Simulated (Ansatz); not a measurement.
The starting structures come from a database of crystals and need not be the phases stable at ambient conditions.

 Where the default PAW files enter, the runs use the earlier of Ansatz's two default sets.

Inside the gap of an insulator the Bloch states are evanescent, with a wavenumber k + iκ along the transport direction.

Input:

```yaml
crystal:
  lattice:
    - [6.53760, 0.00000, 0.00000]
    - [-3.26880, 5.66173, 0.00000]
    - [3.26880, 1.88724, 5.33793]
  atoms:
    - { symbol: Cs, position: [0.50000, 0.25000, 0.25000] }
    - { symbol: Cs, position: [0.50000, 0.75000, 0.75000] }
    - { symbol: Cs, position: [0.00000, 0.50000, 0.50000] }
    - { symbol: Sb, position: [0.00000, 0.00000, 0.00000] }
```

Space group of this cell: Fm-3m. The cell is taken as given.

Transport runs along the normal of the first two printed cell vectors, the (111) plane of the conventional cell.

The gap is the functional's own. No spin-orbit coupling. Mid-gap values are interpolated on the energy grid.

Estimate the band gap and the smallest decay constant κ at mid-gap that Ansatz (a quantum-chemistry and plane-wave program) with r2SCAN returns for this system.

Gap 1.24 eV on a 8×8×8 mesh; κ = 0.148 1/Å, at the zone centre.
